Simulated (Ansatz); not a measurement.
**Several settings converged on Li₂Al (Cm, 6 atoms in the cell)**

```
Li2Al
1.0
    2.29917    -4.84774     0.00000
    2.29917     4.84774     0.00000
    0.00000     0.00000     4.44419
Li Al
4 2
Direct
  0.24139   0.75861   0.26125
  0.75861   0.24139   0.75000
  0.58986   0.41014   0.25000
  0.41014   0.58986   0.75000
  0.92502   0.07498   0.25000
  0.07498   0.92502   0.75000
```

Base method: PBEsol, default PAW files made with PBE (plane waves; Ansatz, a first-principles code).

Base settings: basis.ecutwfc = 420 eV; kpoints.mp_grid.grid = 8 8 8; hamiltonian.xc = pbesol; hamiltonian.pseudopotentials = {kind: paw} (the program's default PAW files); scf.occupations.method = gaussian; scf.occupations.width = 0.1 eV.

The count of work is k-points × plane waves × bands × iterations; it is no time. Core times come from one kind of shared machine, to one figure; runs under 30 s give none.

**The width of Fermi-Dirac smearing**

In this ladder: kpoints.mp_grid.grid = 13 13 13; scf.occupations.method = fermi_dirac.

Narrow widths need finer meshes than wide ones, so the last steps can hold mesh noise.

Only quantities that move along the ladder and can be compared are tabulated; pressure and forces are left out, as mesh noise rules them at narrow widths.

```csv
scf.occupations.width,free energy less the last step's (meV/atom),energy extrapolated to zero width less the last step's (meV/atom),core time / last (rough)
1 eV,-489.42,26.45,1
0.5 eV,-111.91,4.95,1
0.3 eV,-38.60,0.22,1
0.2 eV,-16.52,-0.13,1
0.1 eV,-3.37,-0.14,1
0.05 eV,0.00,0.00,1
```

Widest scf.occupations.width that holds the free energy within 5 meV/atom: not settled: the last two steps still differ by 3.4 meV/atom, over half the tolerance, so the ladder does not show it.

Widest scf.occupations.width that holds the energy extrapolated to zero width within 2 meV/atom of the last step, with all finer ones: 0.3 eV; the step before is off by 5.0 meV/atom.

The extrapolation to zero width removes most of the smearing's effect on the energy.

**The width of Methfessel-Paxton smearing**

In this ladder: kpoints.mp_grid.grid = 13 13 13; scf.occupations.method = methfessel_paxton.

Narrow widths need finer meshes than wide ones, so the last steps can hold mesh noise.

Only quantities that move along the ladder and can be compared are tabulated; pressure and forces are left out, as mesh noise rules them at narrow widths.

```tsv
scf.occupations.width	free energy less the last step's (meV/atom)	core time / last (rough)
1 eV	2.27	1
0.5 eV	0.02	1
0.3 eV	-0.31	1
0.2 eV	-0.26	1
0.1 eV	-0.10	1
0.05 eV	0.00	1
```

Widest scf.occupations.width that holds the free energy within 2 meV/atom of the last step, with all finer ones: 0.5 eV; the step before is off by 2.3 meV/atom.

**The mesh under tetrahedron occupations**

In this ladder: scf.occupations.method = tetrahedron; scf.occupations.width = default.

Only quantities that move along the ladder and can be compared are tabulated.

| kpoints.mp_grid.grid | free energy less the last step's (meV/atom) | pressure (GPa) | largest difference of a force vector from the last step's (eV/Å) | count of work / last | core time / last (rough) |
|---|---|---|---|---|---|
| 4 4 3 | 19.86 | -0.75 | 0.107 | 0.011 | – |
| 4 4 4 | 6.84 | -0.71 | 0.057 | 0.016 | – |
| 5 5 5 | 5.89 | -0.65 | 0.048 | 0.024 | – |
| 6 6 6 | 1.66 | -0.61 | 0.021 | 0.042 | – |
| 8 8 7 | 0.52 | -0.60 | 0.008 | 0.080 | – |
| 10 10 9 | 0.46 | -0.59 | 0.005 | 0.15 | 0.2 |
| 12 12 11 | -0.09 | -0.58 | 0.006 | 0.27 | 0.3 |
| 15 15 14 | -0.01 | -0.58 | 0.004 | 0.52 | 0.5 |
| 19 19 17 | 0.00 | -0.58 | 0.000 | 1.0 | 1 |

Coarsest kpoints.mp_grid.grid that holds the pressure within 0.05 GPa of the last step, with all finer ones: 6 6 6, at 0.042 of the last step's count of work; the step before is off by 0.07 GPa.

Coarsest kpoints.mp_grid.grid that holds the free energy within 1 meV/atom of the last step, with all finer ones: 8 8 7, at 0.080 of the last step's count of work; the step before is off by 1.7 meV/atom.

On the base run: the starting cell comes from a database of computed structures (which also holds hypothetical and non-ambient phases and stackings), without a prior relaxation at this level. Its lattice was rescaled by up to half a per cent. One atom was moved a little off its site on purpose. Ansatz's pressure includes its estimate of the finite-basis (Pulay) stress.

Left out of this page: 4 runs of the series outside the window shown, repeating another row's setting, or not comparable.

Keys are those of Ansatz 0.2.
